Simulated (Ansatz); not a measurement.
**Effect of pressure 9 GPa on TaS2**

Base system: TaS2 in the CdI2 type structure (space group P-3m1, No. 164; a = 3.329 Å, c = 5.785 Å; layered, stacked along the Cartesian z axis).

Now apply this change: cell and atoms relaxed at a pressure of 9 GPa.

Level of theory: Ansatz (a first-principles code) PBE-D3(BJ), no spin-orbit coupling. k-mesh 16×16×8 (Γ-centred); smearing 0.05 eV (Fermi–Dirac).

```
quantity                             base     changed        shift
-----------------------------  ----------  ----------  -----------
volume per atom                  18.51 Å³    16.36 Å³     -2.15 Å³
density                        7.33 g/cm³  8.29 g/cm³  +0.96 g/cm³
c/a ratio                           1.738       1.672       -0.066
shortest interatomic distance     2.466 Å     2.435 Å     -0.031 Å
band gap                             zero        zero            –
```

Final structure:

```yaml
crystal:
  lattice:
    - [3.23649, 0.00000, 0.00000]
    - [-1.61824, 2.80288, 0.00000]
    - [0.00000, 0.00000, 5.40992]
  atoms:
    - { symbol: Ta, position: [0.00000, 0.00000, 0.00000] }
    - { symbol: S, position: [0.33333, 0.66667, 0.28856] }
    - { symbol: S, position: [0.66667, 0.33333, 0.71144] }
```

Load acts through the strain it causes; cell and atoms are relaxed under it. Whether these cells are dynamically stable was not tested. No other phases were tried under pressure. The final runs are not spin-polarised. An odd electron count without spin: TaS2.
